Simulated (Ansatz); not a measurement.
Base system: TiAl (space group P4/mmm, No. 123; relaxed with 0.1 eV smearing).

```
TiAl
1.0
    2.76616     0.00000     0.00000
    0.00000     2.76616     0.00000
    0.00000     0.00000     4.00209
Ti Al
1 1
Cartesian
  0.00000   0.00000   0.00000
  1.38308   1.38308   2.00105
```

Cartesian axes are those of the cell as printed.

Computed with DFT with LDA, PAW potentials and a 420 eV plane-wave cutoff in Ansatz (a quantum-chemistry and plane-wave program), scalar-relativistic without spin-orbit coupling.

For the base:

The shortest interatomic distance comes out as 2.766 Å.

Perturbation: uniaxial strain ε_xx = −1.50 %, all other strain components held at zero; the atoms relax in the strained cell.

Problem. What does the calculation give for the energy relative to the base, shortest interatomic distance and stress after the change?

Solution. The energy grows by 2.4 meV/atom; the shortest interatomic distance decreases by 0.041 Å (2.766 Å → 2.725 Å); the stress (xx, yy, zz, yz, xz, xy; compression positive) amounts to (3.4, 1.1, 1.6, 0.0, 0.0, 0.0) GPa.

Whether these cells are dynamically stable was not tested. All final runs are without spin polarisation.
